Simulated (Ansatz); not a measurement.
## NiGe₂ (model structure, started from the C49 type, Cmcm, No. 63, 6 atoms in the cell): volume per atom by level of theory

No measured value is used here.

| level (code) | value (Å³/atom) |
|---|---|
| PBE (Ansatz) | 15.35 |
| PBEsol (Ansatz) | 14.61 |
| PBE-D3(BJ) (Ansatz) | 14.79 |

PBE, PBEsol, PBE-D3(BJ): the starting moments vanished in the run, and other orders were not tried. PBE-D3(BJ): a distance lies near a switch of the dispersion term, which can move the cell. Ansatz's density-functional and Hartree–Fock values are scalar-relativistic unless marked +SOC, with PAW data made under PBE.

A model structure was made by putting elements into a prototype or built by hand; it is no filed structure, need not be a known phase, and can be a saddle point held by its symmetry.

Ansatz is an electronic-structure program.
